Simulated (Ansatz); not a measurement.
Take SnO in the litharge type structure (space group P4/nmm, No. 129; a = 3.770 Å, c = 4.560 Å; layered, stacked along the Cartesian z axis) as the base.

All numbers come from PBEsol-D3(BJ) (Ansatz, a program for electronic structure), spin-orbit coupling left out.

Base values:

The pressure is 0.0 GPa. The band gap comes out as zero.

It is then changed as follows: the cell is scaled by 1.0027 in all directions; the atoms relax in the strained cell.

Q: What does the calculation give for the pressure after the change?

A: The pressure (mean of the normal stresses, compression positive) goes from zero to -0.4 GPa.

Q: Estimate the effect on the band gap.

A: The band gap remains zero.

Q: What does the calculation give for the energy relative to the base after the change?

A: The energy is nearly the same.

Stability against distortions was not tested. The final runs are not spin-polarised. A zero or small gap of SnO can be the functional's error rather than a property of the material.
